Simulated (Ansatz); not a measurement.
The starting structures come from a database of crystals and need not be the phases stable at ambient conditions.

 Where the default PAW files enter, the runs use the earlier of Ansatz's two default sets.

By PBEsol, the system below comes out a metal.

The ballistic (Sharvin) conductance counts the channels at the Fermi level: G/A = (e²/h) × channels of both spins per area.

Given:

```
CELL_PARAMETERS angstrom
      3.08623     0.00000     0.00000
      0.00000     8.59501     0.00000
      0.00000     4.29750     2.48117
ATOMIC_POSITIONS crystal
  Hf 0.50000 0.33333 0.00000
  Hf 0.50000 0.66667 0.00000
  Hf 0.00000 0.00000 0.00000
```

Space group of this cell: P6/mmm. The cell is taken as given; by PBEsol its mean pressure is -2.8 GPa.

The current flows along the normal of the first two printed cell vectors, the (110) plane of the conventional cell. No spin-orbit coupling; the value is a mean over 0.1 eV about the Fermi level.

Task: Compute, with Ansatz (an electronic-structure program) with PBEsol, the ballistic conductance per area.

Result: 0.57 × 10¹⁵ S/m² for both spins.
